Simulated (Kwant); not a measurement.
Model system: six-terminal Hall bar in a Si two-dimensional gas. Effective mass 0.19 mₑ, grid spacing 7.7 nm, hard walls, nominal width 200 nm (25 grid rows, so walls 200.2 nm apart), one parabolic valley, scattering region 520 nm long along x; energies count from the band bottom; Fermi energy 0.00111 eV. Four side probes 100 nm wide, two on each edge; current runs along x; the sign of the Hall resistance is a convention. Perpendicular field swept from 0.15181 to 3.097 T, also in the leads; orbital effect alone.

Constants are typed, rounded textbook-type inputs, not results; the design itself was drawn at random and stands for no fabricated device.

Kwant, effective-mass tight-binding model on a square grid, one spin, coherent transport at 0 K. Resistances are in h/e².

| B (T) | A | B | C | D | E |
|---|---|---|---|---|---|
| 0.1518 | 0.100 | 0.046 | 0.10 | 0.074 | 0.054 |
| 0.3016 | 0.15 | 0.088 | 0.19 | 0.12 | 0.10 |
| 0.4513 | 0.25 | 0.10 | 0.33 | 0.24 | 0.13 |
| 0.6510 | 0.33 | 0.19 | 0.50 | 0.33 | 0.25 |
| 0.8007 | 0.50 | 0.20 | 0.50 | 0.33 | 0.25 |
| 1.000 | 0.50 | 0.25 | 0.50 | 0.50 | 0.33 |
| 1.150 | 0.50 | 0.33 | 1.00 | 0.50 | 0.33 |
| 1.350 | 1.00 | 0.33 | 1.00 | 0.50 | 0.50 |
| 1.500 | 1.00 | 0.33 | 1.00 | 1.00 | 0.50 |
| 1.699 | 1.00 | 0.50 | 1.00 | 1.00 | 0.50 |
| 1.849 | 1.00 | 0.50 | 1.00 | 1.00 | 0.50 |
| 2.049 | 1.00 | 0.50 | 1.00 | 1.00 | 1.00 |
| 2.199 | 1.00 | 0.50 | 1.00 | 1.00 | 1.00 |
| 2.398 | 1.00 | 0.50 | 1.00 | 1.00 | 1.00 |
| 2.548 | 1.00 | 1.00 | 1.00 | 1.00 | 1.00 |
| 2.748 | 1.00 | 1.00 | 1.00 | 1.00 | 1.00 |
| 2.897 | 1.00 | 1.00 | 1.00 | 1.00 | 1.00 |
| 3.097 | 1.00 | 1.00 | 1.00 | 1.00 | 1.00 |

### Question
Column A is the base. The others each differ by one change: Fermi energy 0.00111 → 0.00094 eV; Fermi energy 0.00111 → 0.0013 eV; Fermi energy 0.00111 → 0.0017 eV; Fermi energy 0.00111 → 0.0022 eV. Which is which?

### Answer
B: Fermi energy 0.00111 → 0.0022 eV; C: Fermi energy 0.00111 → 0.00094 eV; D: Fermi energy 0.00111 → 0.0013 eV; E: Fermi energy 0.00111 → 0.0017 eV.
